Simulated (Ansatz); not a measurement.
Consider MgTe in the zinc blende structure (space group F-43m, No. 216; a = 6.439 Å).

Computed with PBEsol, PAW, 420 eV (Ansatz, an electronic-structure program; no SOC).

Base values:

| Property | Result |
|---|---|
| Hole mass | 0.19, 0.88, 0.88 mₑ (at Γ) |
| Width of the top valence band | 1.49 eV |
| Valley order | Γ 2.35 eV; X along ⟨100⟩ 2.71 eV; L along ⟨111⟩ 3.18 eV |
| Pressure | -0.01 GPa |

It is then changed as follows: an isotropic linear strain of −3.00 %; the atoms relax in the strained cell.

**Question.** How does this affect the hole mass?

**Answer.** The hole mass (degenerate bands, along [100]) becomes 0.20, 0.80, 0.80 mₑ (at Γ) (base: 0.19, 0.88, 0.88 mₑ (at Γ)).

**Question.** Estimate the effect on the width of the top valence band.

**Answer.** The width of the top valence band rises by 0.216 eV, from 1.49 eV to 1.70 eV.

**Question.** What does the calculation give for the valley order after the change?

**Answer.** The valley order (the lowest conduction-band minima on the path, energy above the VBM, named in the base's zone) goes from Γ 2.35 eV; X along ⟨100⟩ 2.71 eV; L along ⟨111⟩ 3.18 eV to X along ⟨100⟩ 2.57 eV; Γ 2.76 eV; L along ⟨111⟩ 3.40 eV.

**Question.** How does this affect the pressure?

**Answer.** The pressure increases by 3.99 GPa to 3.98 GPa.

Spin-orbit coupling, missing from the scalar runs, can matter with Te. The levels and masses belong to the bands next to the band gap. Masses are band curvatures over ±0.01 Å⁻¹ around the edge. No phonon test of stability was made.
